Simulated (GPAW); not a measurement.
Equation of state of zinc-blende AlN (space group 216): energy against volume (GPAW, LDA)

```
AlN
1.0
    0.00000     2.10482     2.10482
    2.10482     0.00000     2.10482
    2.10482     2.10482     0.00000
Al N
1 1
Direct
  0.00000   0.00000   0.00000
  0.75000   0.75000   0.75000
```

Method of the run: LDA (Perdew-Wang 92), GPAW PAW datasets LDA (gpaw-data 1.0.1) (plane waves; GPAW). Settings: mode = pw; ecut = 1040 eV; xc = LDA; kpts = 13 13 13; mesh shift (steps) = 0 0 0; occupations.name = fermi-dirac; occupations.width = 0.01 eV; nbands = -6; convergence.bands = -4; symmetry.symmorphic = false; symmetry.tolerance = 0.0005; maxiter = 120. The cell above is the first row's. The rows scale it uniformly. In all rows fractional positions and the k mesh are held. E is the free energy at the stated smearing, counted from the lowest row.

```
V (Å^3/atom)  E (meV/atom)
------------  ------------
9.325                73.40
9.528                44.66
9.730                23.65
9.933                 9.62
10.136                1.94
10.339                0.00
10.541                3.28
10.744               11.29
10.947                   ?
```

Q: Fit E against V with the third-order Birch-Murnaghan form, a cubic in V^(-2/3), and predict the withheld value at V = 10.947.

A: With u = V^(-2/3) - 0.215, the rows have u = 0.010719, 0.007501, 0.004411, 0.001411, -0.001488, -0.004292, -0.006993, -0.009621. Least squares gives E = 5.157 + 2680.36·u + 344472·u² - 44537·u³. Residuals (row less fit): -0.012, 0.035, -0.029, -0.005, 0.009, -0.002, 0.006, -0.005; standard error 0.024 (degrees of freedom: 4). Its minimum lies at u = -0.003888, so V0 = (0.211112)^(-3/2) = 10.31. There d²E/du² = 690000 and d³E/du³ = -267200, so B0 = (4/9) × 10.31^(-7/3) × 690000 × 0.160218 = 212 GPa (the last factor turns the table's units into GPa), and B0' = 4 + (2/3) × 0.211112 × (-267200)/690000 = 3.9. The program's pressures in the fitted runs (not shown) pass through zero at V = 10.31, 0.01 % from this V0. At the withheld row, u = -0.012168, so E = 5.157 + 2680.36 × (-0.012168) + 344472 × (-0.012168)² - 44537 × (-0.012168)³ = 23.625 meV/atom. The calculation gives 23.59 meV/atom, 0.035 meV/atom below the prediction (under 0.05 % of the range of E in the table). The row lies outside the fitted rows, so this is an extrapolation. From the scatter of the fitted rows alone, a prediction at this place has a standard error of 0.058 meV/atom, so the miss is 0.6 times that.

Carrying the step between the two nearest rows on in a straight line would have given 19.30, off by 4.29; series whose last step already gives the withheld value aren't shown. The scan was laid around a cell of about the measured size, scaled by a guess for this functional. This is a metastable polymorph. The runs keep the symmetry of the cell, so they don't test it for distortions. Cutoffs and mesh are single choices, not tested for convergence of this quantity. Series with a scatter that would blur these digits, or in which a gap closes, are not shown. Nor are scans whose minimum lies at an end fitted in this form.
